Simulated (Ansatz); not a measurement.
A computed series for HgSe: response to strain

Start from HgSe in the zinc blende structure (space group F-43m, No. 216; a = 6.133 Å). Axes: x, y, z lie along the cube axes.

Strains are applied to the cell and any free atomic positions relax; under biaxial strain the out-of-plane vector relaxes too.

Method: Ansatz (a first-principles code), PBEsol, PAW, cutoff 420 eV, no spin-orbit coupling.

Candidates:
(a) uniaxial strain ε_yy = −2.74 %
(b) uniaxial strain ε_yy = −0.27 %
(c) biaxial strain +2.82 %, plane normal [001], relaxed out of plane

Notes on the quantities. energy relative to the base: free energy F.

**Question.** Order them by energy relative to the base, lowest first.

**Answer.** (b) uniaxial strain ε_yy = −0.27 % (0.0 meV/atom), (a) uniaxial strain ε_yy = −2.74 % (+4.2 meV/atom), (c) biaxial strain +2.82 %, plane normal [001], relaxed out of plane (+5.1 meV/atom)

No phonon test of stability was made. The final runs are not spin-polarised.
